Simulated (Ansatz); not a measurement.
The reference is CdSe in the wurtzite structure (space group P6_3mc, No. 186).

```
CdSe
1.0
    4.30194     0.00000     0.00000
   -2.15097     3.72559     0.00000
    0.00000     0.00000     7.02103
Cd Se
2 2
Cartesian
  0.00000   2.48373   0.00094
  2.15097   1.24186   3.51145
  0.00000   2.48373   2.63897
  2.15097   1.24186   6.14949
```

Level of theory: PBEsol/PAW in Ansatz (an electronic-structure program), spin-orbit coupling left out.

Before the change:

The gap character is direct at Γ and the pressure is 0.00 GPa. The valence-band top at Γ is 0.00, 0.00, -0.05 eV.

The change: the cell is scaled by 0.9700 in all directions, atoms relaxed at fixed cell.

### Question
How does this affect the energy relative to the base?

### Answer
The energy grows by 41 meV/atom.

### Question
What happens to the mean gap deformation potential ΔEg/Δln V?

### Answer
The mean gap deformation potential ΔEg/Δln V is -2.1 eV.

### Question
Predict the new gap character.

### Answer
The gap character is still direct at Γ.

### Question
How does this affect the pressure?

### Answer
The pressure (mean of the normal stresses, compression positive) goes from zero to 5.87 GPa.

### Question
Predict the new valence-band top at Γ.

### Answer
The valence-band top at Γ (three highest levels, from the VBM) becomes 0.00, 0.00, -0.07 eV (base: 0.00, 0.00, -0.05 eV).

The cells carry an imposed strain or load. No phonon test of stability was made.
